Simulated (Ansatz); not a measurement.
# BeS (model structure, started from the BN type, Pm-3n, No. 223, 12 atoms in the cell)

Calculation: PBEsol (PAW; Ansatz, an electronic-structure program).

Settings: plane-wave cutoff 520 eV, 6×6×6 k mesh, Fermi–Dirac smearing 0.01 eV, scalar-relativistic PAW data made under PBE.

Cell (relaxed at this level):

BeS is taken in the cubic space group Pm-3n (No. 223), Pearson symbol cP12. Cell: a = b = c = 5.9648 Å, α = β = γ = 90.00°. Be on 6c is surrounded by 4 S at 2.109 Å. S on 6d is coordinated by 4 Be at 2.109 Å. (Neighbours: up to the widest gap in distance over summed covalent radii, below 1.35, at either atom; cation-cation and far metal-metal contacts left out.)

```json
{
  "band_gap": "3.16 eV (on the SCF k mesh)",
  "direct gap at Γ": "3.70 eV"
}
```

Note: the relaxation could raise the start's symmetry but not lower it, so the cell can be a saddle point.

The computed numbers hold no vibrational or temperature effects.

Cost on a shared machine: around 50 core-seconds (rough).

A model structure was made by putting elements into a prototype or built by hand; it is no filed structure, need not be a known phase, and can be a saddle point held by its symmetry.
